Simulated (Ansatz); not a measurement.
Subject: the formation energy of TiAl3 (I4/mmm) from the elements. Reaction: Ti (hcp) + 3 Al (fcc) → TiAl3 (I4/mmm). A negative value means that the right-hand side lies lower. The value is per atom of the solid.

TiAl3 (I4/mmm), 4 atoms in the cell; spin state with PBE: run without spin, k-point mesh 14×14×14 on the run's own vectors.
```yaml
crystal:
  lattice:
    - [3.84846, 0.00000, 0.00000]
    - [0.00000, 3.84846, 0.00000]
    - [-1.92423, -1.92423, 4.30603]
  atoms:
    - { symbol: Ti, position: [0.00000, 0.00000, 0.00000] }
    - { symbol: Al, position: [0.50000, 0.50000, 0.00000] }
    - { symbol: Al, position: [0.75000, 0.25000, 0.50000] }
    - { symbol: Al, position: [0.25000, 0.75000, 0.50000] }
```

Ti (hcp, P6₃/mmc), 2 atoms in the cell; spin state with PBE: run without spin, k-point mesh 24×24×14 on the run's own vectors. Conventional cell: a = 2.940 Å, b = 2.940 Å, c = 4.654 Å, α = 90.00°, β = 90.00°, γ = 120.00°.

Al (fcc, Fm-3m), 1 atom in the cell, k-point mesh 26×26×26 on the run's own vectors. Conventional cell: a = 4.0410 Å, b = 4.0410 Å, c = 4.0410 Å, α = 90.00°, β = 90.00°, γ = 90.00°.

Plane-wave PAW calculations with Ansatz (a quantum-chemistry and plane-wave program), its PAW set soft_1, cutoff 420 eV. The structures are at rest with PBE. Neutral cells; Fermi-Dirac smearing of at most 0.10 eV in the solids, energies taken to zero width. A dispersion term (D3(BJ), or D4 for r2SCAN) was computed beside these levels and is taken off wherever the name lacks it. Space groups of crystals are read within 0.01 Å. No zero-point or thermal terms.

Task: Estimate the value that PBE returns for this input.

Result: -0.40 eV/atom, for Ti (hcp) + 3 Al (fcc) → TiAl3 (I4/mmm).
